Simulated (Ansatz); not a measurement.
**Na2Te, response to strain**

Start from Na₂Te in the anti-fluorite structure (space group Fm-3m, No. 225; a = 7.246 Å).

Strains are applied to the cell and any free atomic positions relax.

All numbers come from PBEsol/PAW in Ansatz (a first-principles code), no spin-orbit coupling.

Candidates:
(a) isotropic strain −1.50 %
(b) isotropic strain +2.50 %
(c) isotropic strain +0.50 %
(d) isotropic strain −2.00 %

For the base:

| Item | Value |
|---|---|
| Band gap | 2.02 eV |

Task: Order them by band gap, highest first.

Result: (d) isotropic strain −2.00 % (2.18 eV), (a) isotropic strain −1.50 % (2.14 eV), (c) isotropic strain +0.50 % (1.98 eV), (b) isotropic strain +2.50 % (1.84 eV)

Spin-orbit coupling, missing from the scalar runs, can matter with Te. Stability against distortions was not tested.
